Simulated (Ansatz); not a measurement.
ZrSi₂ (Cmcm, No. 63) was calculated with rVV10 in Ansatz (plane waves, PAW).

Total energies, extrapolated to zero smearing (they compare only within this program, potentials and cutoff):

```csv
system,energy (eV/atom)
"ZrSi₂ (Cmcm, No. 63), relaxed",-1838.0825
hcp Zr,-4219.4701
diamond-structure Si,-646.5750
```

Q: Work out the enthalpy of formation per atom.

A: ΔH_f ≈ ΔE = -1838.0825 − [1 × (-4219.4701) + 2 × (-646.5750)]/3 = -0.542 eV/atom (0 K, no vibrations). The reference value is -0.625 ± 0.02 eV/atom (measured, 298 K, copied from a table, unchecked, no zero-point or thermal correction; as tabulated in Wang et al. (2021), doi:10.1038/s41598-021-94550-5), a difference of +0.083 eV/atom.

The PAW data were made under PBE.

Note: the relaxation could not lower the start's symmetry, so the cell can be a saddle point above a distorted one.

Ansatz is a program for electronic structure.
